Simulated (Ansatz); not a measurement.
**MgS: band gap against strain**

MgS (rock salt, Fm-3m, 16.868 Å³/atom and stress up to 0.01 GPa in the relaxed cell, cube axes along x, y and z) under an engineering shear γ in the xy plane. LDA in Ansatz, a plane-wave DFT program (PAW, default set), 420 eV, 11×11×11 Γ-centred mesh, Fermi-Dirac smearing 0.05 eV; ions are relaxed, or left where forces stay under 0.02 eV/Å, within the symmetry of each cell. Gaps are the smallest over the k-mesh and a band path, without spin-orbit coupling; in all rows the valence edge lies at Γ and the conduction edge at about 1.2 Å⁻¹ from Γ.

Here s stands for strain and Eg for gap.

| strain (%) | gap (eV) |
|---|---|
| 0.00 | 2.65 |
| 0.58 | 2.62 |
| 1.14 | 2.59 |
| 1.72 | 2.55 |
| 4.00 | ? |

### Question
Fit Eg against s with a straight line, and predict the withheld value at s = 4.00.

### Answer
Means: s 0.86000, Eg 2.603. About the means, the sum of products is -0.094400 and the sum of squares of s is 1.6360; the slope is their ratio. Least squares gives Eg = 2.652 - 0.0577·s. Residuals (row less fit): -0.002, 0.001, 0.004, -0.003; standard error 0.004 (degrees of freedom: 2). Over these rows the gap moves by -5.8 ± 0.3 eV per unit strain. At the withheld row, Eg = 2.652 - 0.0577 × 4.00 = 2.421 eV. The calculation gives 2.38 eV, 0.041 eV below the prediction (15.2 % of the range of Eg in the table). The row lies outside the fitted rows, so this is an extrapolation. The scatter of the fitted rows lies at the last printed digit.

A polynomial of degree 2 through the 7 other runs of the series gives 2.38 there, so most of the miss is curvature that the fit leaves out. Rows are the converged runs of the series near zero and its far end, less any whose ions stayed unrelaxed beside relaxed ones; series whose fitted rows scatter by over a few per cent of the range, as at a crossing or softening among them, aren't shown in this form. Most that stay on the fit to the last digits aren't either.
